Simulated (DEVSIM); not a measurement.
Device: In0.49Ga0.51P/GaAs n-p heterojunction, at 300 K.

```tsv
layer (left to right)	material	thickness (μm)	Nd (cm⁻³)	Na (cm⁻³)	τn (s)	τp (s)
1	In0.49Ga0.51P	0.540	2e17	-	1.7e-8	1.7e-8
2	GaAs	0.210	-	4.5e17	5.1e-7	1.7e-8
```

Left contact: ohmic. Right contact: ohmic. Voltage is applied to the left contact. Recombination: SRH at mid-gap, radiative, Auger. Mobility is μmin + (μ − μmin)/(1 + (N/Nref)^α).

Constants are typed, rounded textbook-type inputs, not results; the design itself was drawn at random and stands for no fabricated device. Values at 300 K.

| parameter | In0.49Ga0.51P | GaAs |
|---|---|---|
| gap (eV) | 1.89 | 1.424 |
| affinity (eV) | 4 | 4.07 |
| permittivity | 11.8 | 12.9 |
| Nc (cm⁻³) | 9e17 | 4.7e17 |
| Nv (cm⁻³) | 1.3e19 | 9e18 |
| μn (cm²/Vs) | 1500 | 8500 |
| μp (cm²/Vs) | 80 | 400 |
| μn,min | 400 | 500 |
| μp,min | 15 | 20 |
| Nref,n | 2e16 | 6e16 |
| Nref,p | 1.5e17 | 1.5e17 |
| αn | 0.7 | 0.39 |
| αp | 0.8 | 0.38 |
| B (cm³/s) | 1e-10 | 2e-10 |
| Cn (cm⁶/s) | 3e-30 | 1e-30 |
| Cp (cm⁶/s) | 3e-30 | 1e-30 |

Model (solved in DEVSIM): 1D drift-diffusion, Boltzmann statistics, complete ionisation; no tunnelling, impact ionisation, image-force lowering or self-heating. Band offsets follow the typed affinities; no thermionic-emission limit at abrupt steps, no polarisation charge.

Task: Tabulate band edges, carrier densities and field at 2.0 V on the left contact.

Result: Energies count from the Fermi level of the right contact; mesh points crowd at the junctions.

| x (μm) | Ec (eV) | Ev (eV) | n (cm⁻³) | p (cm⁻³) | field (V/cm) |
|---|---|---|---|---|---|
| 0.000 | -1.961 | -3.851 | 2.0e17 | < 1e2 | ≈ 0 |
| 0.004396 | -1.961 | -3.851 | 2.0e17 | < 1e2 | ≈ 0 |
| 0.01205 | -1.961 | -3.851 | 2.0e17 | < 1e2 | ≈ 0 |
| 0.02728 | -1.961 | -3.851 | 2.0e17 | < 1e2 | ≈ 0 |
| 0.06976 | -1.961 | -3.851 | 2.0e17 | < 1e2 | ≈ 0 |
| 0.1369 | -1.961 | -3.851 | 2.0e17 | < 1e2 | ≈ 0 |
| 0.2643 | -1.961 | -3.851 | 2.0e17 | < 1e2 | ≈ 0 |
| 0.4216 | -1.934 | -3.824 | 7.1e16 | < 1e2 | 25000 |
| 0.4773 | -1.355 | -3.245 | 1.3e7 | < 1e2 | 190000 |
| 0.5093 | -0.594 | -2.484 | < 1e2 | < 1e2 | 290000 |
| 0.5262 | -0.067 | -1.957 | < 1e2 | < 1e2 | 340000 |
| 0.5368 | 0.311 | -1.579 | < 1e2 | < 1e2 | 370000 |
| 0.5406 | 0.383 | -1.041 | < 1e2 | < 1e2 | 340000 |
| 0.5451 | 0.531 | -0.893 | < 1e2 | 8900 | 320000 |
| 0.5579 | 0.884 | -0.540 | < 1e2 | 7.7e9 | 230000 |
| 0.5778 | 1.226 | -0.198 | < 1e2 | 4.3e15 | 110000 |
| 0.6148 | 1.346 | -0.078 | < 1e2 | 4.4e17 | 1300 |
| 0.6712 | 1.347 | -0.077 | < 1e2 | 4.5e17 | ≈ 0 |
| 0.7180 | 1.347 | -0.077 | < 1e2 | 4.5e17 | ≈ 0 |
| 0.7344 | 1.347 | -0.077 | < 1e2 | 4.5e17 | ≈ 0 |
| 0.7440 | 1.347 | -0.077 | < 1e2 | 4.5e17 | ≈ 0 |
| 0.7500 | 1.347 | -0.077 | < 1e2 | 4.5e17 | ≈ 0 |
